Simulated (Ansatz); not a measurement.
Input and output of a dielectric-response calculation for Bi₂Te₂Se (R-3m, 5 atoms in the cell) (Ansatz, a quantum-chemistry and plane-wave program).

Method of the run: LDA (PW92), default PAW files made with PBE (plane waves; Ansatz).

```
Bi2Te2Se
1.0
    2.16745     1.25138    10.61733
   -2.16745     1.25138    10.61733
    0.00000    -2.50276    10.61733
Bi Te Se
2 2 1
Cartesian
  0.00000   0.00000  19.37502
  0.00000   0.00000  12.47696
  0.00000   0.00000   6.99470
  0.00000   0.00000  24.85729
  0.00000   0.00000   0.00000
```

Reference input (self-consistent single point, DFT, LDA (PW92), plane waves, default PAW files made with PBE): basis.ecutwfc = 420 eV; kpoints.mp_grid.grid = 5 5 5; hamiltonian.xc = lda; hamiltonian.pseudopotentials = {kind: paw} (the program's default PAW files); scf.occupations.method = fixed. This run's input differs from it in these lines:

Ansatz 0.2 input:
```diff
@@ -12,3 +12,3 @@
 basis:
-  ecutwfc: 420.0
+  ecutwfc: 335.0
 kpoints:
@@ -20,6 +20,3 @@
   occupations: { method: fixed }
-output:
-  forces: true
-  eigenvalues: true
-  stress: true
+dielectric: {}
```

The program printed (abridged):

```
SCF iter   1: F=—  HF=-43210.596027 eV  |F-HF|=—  |Δ(HF+E_count)|=         —  Δρ=3.98e-3  dr2=3.33e-2  ethr=1.77e-3  ⟨swp⟩=5.0  Hψ=6064  notcnv=0  defer=221
all-band conjugate gradients solve this SCF's bands
preconditioner: auto → Resta (q_TF=auto, 2.390 Å⁻¹)
SCF iter   2: F=—  HF=-43210.587339 eV  |F-HF|=—  |Δ(HF+E_count)|=   8.69e-3  Δρ=2.14e-3  dr2=7.40e-3  ethr=4.27e-5  ⟨swp⟩=2.6  Hψ=2381  notcnv=0  defer=231
   [... lines left out ...]
SCF iter   7: F=—  HF=-43210.586070 eV  |F-HF|=—  |Δ(HF+E_count)|=   8.05e-5  Δρ=6.48e-6  dr2=1.36e-7  ethr=1.35e-9  ⟨swp⟩=2.0  Hψ=3254  notcnv=0  defer=63
SCF iter   8: F=—  HF=-43210.586070 eV  |F-HF|=—  |Δ(HF+E_count)|=   2.48e-8  Δρ=1.89e-6  dr2=1.33e-8  ethr=1.74e-10  ⟨swp⟩=2.0  Hψ=3291  notcnv=0  defer=63
SCF iter   9: F=—  HF=-43210.586070 eV  |F-HF|=—  |Δ(HF+E_count)|=   3.93e-9  Δρ=4.90e-7  dr2=5.85e-10  ethr=1.70e-11  ⟨swp⟩=2.5  Hψ=2755  notcnv=0  defer=63
SCF iter  10: F=-43210.586070 eV  HF=-43210.586070 eV  |F-HF|=1.46e-11  |Δ(HF+E_count)|=  6.55e-11  Δρ=1.19e-7  dr2=4.27e-11  ethr=1.00e-12  ⟨swp⟩=10.8  Hψ=8259  notcnv=0
SCF 1 converged in 10 iterations: F = -43210.586070 eV  dr2 = 4.27e-11
DFPT response loops at Γ: preconditioner auto → Resta (q_TF=auto, 2.390 Å⁻¹)  ε∞=12.6 (no band partly filled) …
── the response to a field inside a basis, on 10×10×10 k-points: an SCF that follows is theirs, and a resumed run solves both again ──
Crystal: 5 atoms, lattice volume = 172.785 Å³
Bands: 40, of which v1, the nominal top of the filled ones, is band 39 counted from 1 (38 counted from 0)
k-points: 110
Initial density: handed on by an earlier stage of this run
Initial wavefunctions: pseudopotential atomic-orbital guess (no wavefunctions were taken with the density)
Eigensolver: Dense (110 Hₖ)
   [... lines left out ...]
Free energy (F): -43210.586070 eV
Fermi energy:    7.509502 eV
   [... lines left out ...]
         0.00000    0.00000   -0.59618
    site 4:
        -5.69934   -0.00000    0.00000
        -0.00000   -5.69934    0.00000
         0.00000    0.00000   -2.94684
  Z* charge neutrality: 1.849e-2 e pre-enforcement
  solved inside a basis spanned on kpoints, on 10×10×10 k-points transformed towards the longest dipole …
```

The run converged in 16 iterations. 

Summary of the result:
- Free energy E − TS (on the zero of these files): -43210.5861 eV
- Top of the valence band (on the code's own zero): 7.51 eV
- Gap on the k-point mesh: 0.38 eV
- ε∞ at this k-point mesh, which may be far from converged in small-gap cells (xx, yy, zz): 25.3, 25.3, 13.9
- Born charges at this mesh (mean of the diagonal, e): Bi 4.93, Bi 4.93, Te -2.54, Te -2.54, Se -4.78

The starting cell comes from a database of computed structures (which also holds hypothetical and non-ambient phases and stackings), without a prior relaxation at this level. Its lattice was rescaled by up to half a per cent. Spin-orbit coupling is off. The cutoff lies below the one recommended for these files.

Cost on one core of a shared machine: roughly 10 min.
